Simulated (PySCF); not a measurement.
PySCF 2.14.0, PBE/def2-svp, df: CN(C)[SiH2][Si](O)(O)O, 19 atoms. The geometry is a generated start, not checked to be a minimum at this level.

- task = energy
- method = pbe
- basis = def2-svp
- two-electron scheme = density fitting
- mol.max_memory = 3000 MB
- mf.max_cycle = 100
- mf.diis_space = 8 (default)
- mf.conv_tol = 1e-09 (default)
- mf.grids.level = 3 (default)
- basis functions = 175
- grid points = 230632

```xyz
19

Si     1.8662    -0.5673     0.5730
O      2.5307    -0.3132     2.0365
O      2.9569    -0.3434    -0.6367
O      1.5413    -2.1643     0.4603
Si     0.1467     0.9239     0.6029
N     -1.1374     0.4384    -0.4391
C     -1.6178    -0.9190    -0.5258
C     -2.1450     1.3874    -0.8337
H      3.1520    -0.9405     2.3989
H      3.3432     0.5156    -0.7706
H      1.5823    -2.5748    -0.3984
H     -0.2908     1.2451     1.9820
H      0.5494     2.2303     0.0357
H     -0.8515    -1.6107    -0.1884
H     -1.8809    -1.1558    -1.5624
H     -2.5132    -1.0683     0.0904
H     -1.7283     2.3893    -0.8110
H     -3.0140     1.3589    -0.1654
H     -2.4898     1.1685    -1.8484
```

With the defaults (mf.DIIS = CDIIS, mf.diis = true, mf.init_guess = minao, mf.level_shift = 0, mf.damp = 0, mf.diis_start_cycle = 1, newton = off) it converges in 14 Fock builds. One run each on 2 threads, 1 BLAS thread, with these changes:
- mf.damp = 0.3, mf.diis_start_cycle = 4
- newton = Hessian by the SCF's own integrals
- mf.level_shift = 0.3 Hartree
- mf.diis = false
- mf.init_guess = atom
- mf.diis = false, mf.damp = 0.7, mf.diis_start_cycle = 999
- mf.init_guess = sap
- mf.level_shift = 0.1 Hartree
- mf.DIIS = EDIIS

Q: Which of these changes keep the SCF from converging, or lead it to another solution?

A: No convergence: mf.DIIS = EDIIS; mf.diis = false (the run ends without SCF convergence in 100 cycles). The rest reach the solution of the defaults.

| setting | Fock builds | end |
|---|---|---|
| mf.level_shift = 0.1 Hartree | 13 | same solution |
| the defaults | 14 | same solution |
| mf.init_guess = atom | 15 | same solution |
| mf.level_shift = 0.3 Hartree | 16 | same solution |
| mf.damp = 0.3, mf.diis_start_cycle = 4 | 18 | same solution |
| mf.init_guess = sap | 18 | same solution |
| mf.diis = false, mf.damp = 0.7, mf.diis_start_cycle = 999 | 25 | same solution |
| newton = Hessian by the SCF's own integrals | 36 | same solution |
| mf.DIIS = EDIIS | 101 | no convergence |
| mf.diis = false | 101 | no convergence |

Under newton the count holds the products with the orbital Hessian.
